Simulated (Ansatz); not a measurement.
Start from Ag in the diamond structure (space group Fd-3m, No. 227; a hypothetical phase, not in the database extracts checked).

```yaml
crystal:
  lattice:
    - [0.00000, 3.01914, 3.01914]
    - [3.01914, 0.00000, 3.01914]
    - [3.01914, 3.01914, 0.00000]
  atoms:
    - { symbol: Ag, position: [0.75000, 0.75000, 0.75000] }
    - { symbol: Ag, position: [0.50000, 0.50000, 0.50000] }
```

Cartesian axes are those of the cell as printed.

Computed with PBEsol (Ansatz, a first-principles code), no spin-orbit coupling.

For the base:

The shortest interatomic distance comes out as 2.615 Å.

The change: a free-standing slab of 3 layers (6 atoms, 2 a layer) is cut normal to [110], with 15 Å of vacuum and the in-plane cell held at bulk.

### Question
What happens to the excess energy per area of both faces?

### Answer
The excess energy per area of both faces (slab less bulk energy over the cell's area: twice a surface energy) comes out as 0.86 J/m² (uncertain by up to 0.04 J/m²).

### Question
How does this affect the shortest interatomic distance?

### Answer
The shortest interatomic distance rises by 0.006 Å, from 2.615 Å to 2.621 Å.

The excess energy carries the mismatch between the slab's and the bulk's meshes. No phonon test of stability was made.
